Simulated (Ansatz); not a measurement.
Start from SiC in the zinc blende structure (space group F-43m, No. 216; a = 4.329 Å). Axes: x, y, z lie along the cube axes.

Calculations: Kohn–Sham DFT with the LDA functional, run in Ansatz (a quantum-chemistry and plane-wave program) with PAW and 420 eV plane waves, spin-orbit coupling left out.

Before the change:

Band gap: 1.30 eV
Valence-band top at Γ: 0.00, 0.00, 0.00 eV

Perturbation: tensile biaxial strain of 3.00 % in the plane normal to [001], as in epitaxy on a mismatched substrate; the out-of-plane cell vector and the atoms relax.

What happens to the band gap, valence-band top at Γ and hole mass?

The band gap drops by 0.48 eV (1.30 eV → 0.82 eV); the valence-band top at Γ (three highest levels, from the VBM) changes from 0.00, 0.00, 0.00 eV to 0.00, -0.32, -0.32 eV; the hole mass amounts to 0.38 mₑ out of plane, 0.57 mₑ in plane (at Γ).

Masses are band curvatures over ±0.01 Å⁻¹ around the edge. Stability against distortions was not tested.
